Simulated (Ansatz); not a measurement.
A relaxation of cell and atoms of LuBi₂ClO₄ (P4/mmm, 8 atoms in the cell) with Ansatz (a program for electronic structure).

Method of the run: LDA (PW92), default PAW files made with PBE (plane waves; Ansatz).

The change in words: atoms on their sites; basis.ecutwfc: 420 eV → 210 eV; relax: default → cell and atoms. Reference geometry:
```
CELL_PARAMETERS angstrom
      3.87644     0.00000     0.00000
      0.00000     3.87644     0.00000
      0.00000     0.00000     9.06032
ATOMIC_POSITIONS crystal
  Lu 0.00000 0.00000 0.00552
  Bi 0.50000 0.50000 0.27571
  Bi 0.50000 0.50000 0.72429
  Cl 0.00000 0.00000 0.50000
  O  0.50000 0.00000 0.85157
  O  0.50000 0.00000 0.14843
  O  0.00000 0.50000 0.85157
  O  0.00000 0.50000 0.14843
```

Reference input (self-consistent single point, DFT, LDA (PW92), plane waves, default PAW files made with PBE): basis.ecutwfc = 420 eV; kpoints.mp_grid.grid = 5 5 1; hamiltonian.xc = lda; hamiltonian.pseudopotentials = {kind: paw} (the program's default PAW files); scf.occupations.method = fixed. This run's input differs from it in these lines:

Ansatz 0.2 input:
```diff
@@ -6,3 +6,3 @@
   atoms:
-    - { symbol: Lu, position: [0.00000000, 0.00000000, 0.00551900] }
+    - { symbol: Lu, position: [0.00000000, 0.00000000, 0.00000000] }
     - { symbol: Bi, position: [0.50000000, 0.50000000, 0.27571000] }
@@ -15,3 +15,3 @@
 basis:
-  ecutwfc: 420.0
+  ecutwfc: 210.0
 kpoints:
@@ -23,2 +23,4 @@
   occupations: { method: fixed }
+relax:
+  cell: {}
 output:
```

Output (repeated stretches shortened):

```
   [... SCF lines of the steps left out ...]
relax step   1: F+E_penalty+E_count = -41898.68406346 eV  Δ(F+E_penalty+E_count) = +0.000e0 eV  max|allowed force component| = 1.390e0 eV/Å  Δτ_max = 0.0000 Å  P = -9.781 GPa  Ω = 136.147 Å³  (9 SCF iters, dr2 threshold 1.00e-7 eV, accepted)
relax step   2: F+E_penalty+E_count = -41913.51624176 eV  Δ(F+E_penalty+E_count) = -1.483e1 eV  max|allowed force component| = 1.750e0 eV/Å  Δτ_max = 0.0379 Å  P = +81.093 GPa  Ω = 122.200 Å³  energy of the carried Pulay correction = +1.798e1 eV  (7 [...]
   [... lines left out ...]
relax step 119: F+E_penalty+E_count = -41899.38566944 eV  Δ(F+E_penalty+E_count) = -7.441e-2 eV  max|allowed force component| = 2.060e-3 eV/Å  Δτ_max = 0.0005 Å  P = -0.005 GPa  Ω = 129.078 Å³  energy of the carried Pulay correction = +7.419e-2 eV  [...]
relax step 120: F+E_penalty+E_count = -41899.18859926 eV  Δ(F+E_penalty+E_count) = +1.971e-1 eV  max|allowed force component| = 1.508e-2 eV/Å  Δτ_max = 0.0000 Å  P = +0.237 GPa  Ω = 129.078 Å³  stress off target by 9.29e-1 GPa  SCF on the basis [...]
basis re-selected at this cell: Δ(F+E_penalty+E_count) = +1.971e-1 eV, ΔP = +0.243 GPa vs the last step
   [... lines left out ...]
Free energy (F): -41899.188599 eV
Fermi energy:    9.630694 eV
Error: variable-cell relaxation did not converge after 120 `relax_step` rows, as none of its last 44 fresh-basis SCF(s) at a relaxed cell met both thresholds with a finite energy. The last misses `relax.f_tol` and `relax.cell.stress_tol`: largest allowed force component 1.51e-2 eV/Å (`relax.f_tol` 1.00e-2 eV/Å), stress off the target on the free part of the cell 9.29e-1 GPa (`relax.cell.stress_tol` 5.00e-2 GPa), F+E_penalty+E_count -41899.18859926 eV. The closest is row 81, whose structure comes with this error. Larger ratio of force or stress to its threshold at each such SCF whose figures are numbers: 134.877, 128.958, 47.164, 20.255, 26.743, 27.652, 27.631, 44.326, 22.343, [...]
   [... lines left out ...]
to start a new deck from the relaxed geometry:
  cell:  # Å, volume = 128.9886 Å³
    - [3.804653332799455, 5.097913746273469e-34, 0.0]
    - [5.097913746273469e-34, 3.804653332799455, 0.0]
    - [0.0, 0.0, 8.910889246766157]
  atoms:
    - { symbol: Lu, position: [-8.208354970602068e-36, 2.982375290173035e-36, -2.9916235054205187e-21] }
    - { symbol: Bi, position: [0.5, 0.5, 0.27503560103202485] }
    - { symbol: Bi, position: [0.5, 0.5, 0.724964398967975] }
    - { symbol: Cl, position: [3.1161803838983886e-36, -2.4365414800752755e-36, 0.5] }
    - { symbol: O, position: [0.5, 2.9005002186583873e-36, 0.8515523565616825] }
    - { symbol: O, position: [0.5, -3.540338740495171e-36, 0.14844764343831748] }
    - { symbol: O, position: [-1.5019147956599647e-35, 0.5, 0.8515523565616825] }
    - { symbol: O, position: [-9.647233542220869e-36, 0.5, 0.14844764343831748] }
```

The relaxation ended unconverged. 

The starting cell comes from a database of computed structures (which also holds hypothetical and non-ambient phases and stackings), without a prior relaxation at this level. Its lattice was rescaled by up to half a per cent. The cutoff lies below the one recommended for these files.

Cost on one core of a shared machine: roughly 3 min.
